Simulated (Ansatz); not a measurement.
A computed series for Nb3Te4: pressure series

Consider Nb$_{3}$Te$_{4}$ (space group P6_3/m, No. 176; a = 10.663 Å, c = 3.593 Å).

Cell and atoms are relaxed at each pressure.

All numbers come from plane-wave PAW DFT at the PBEsol level (Ansatz, a quantum-chemistry and plane-wave program, 420 eV), spin-orbit coupling left out.

```
variant           volume per atom  c/a ratio
----------------  ---------------  ---------
base                     25.27 Å³      0.337
pressure −2 GPa          26.10 Å³      0.334
pressure −1 GPa          25.67 Å³      0.335
pressure 0.3 GPa         25.17 Å³      0.337
pressure 0.7 GPa         25.02 Å³      0.338
pressure 1.5 GPa         24.74 Å³      0.339
pressure 3 GPa           24.27 Å³      0.340
pressure 5 GPa           23.71 Å³      0.342
pressure 7.5 GPa         23.09 Å³      0.344
pressure 10 GPa          22.55 Å³      0.346
```

Load acts through the strain it causes; cell and atoms are relaxed under it. No phonon test of stability was made. Competing high-pressure phases were not computed. All final runs are without spin polarisation.
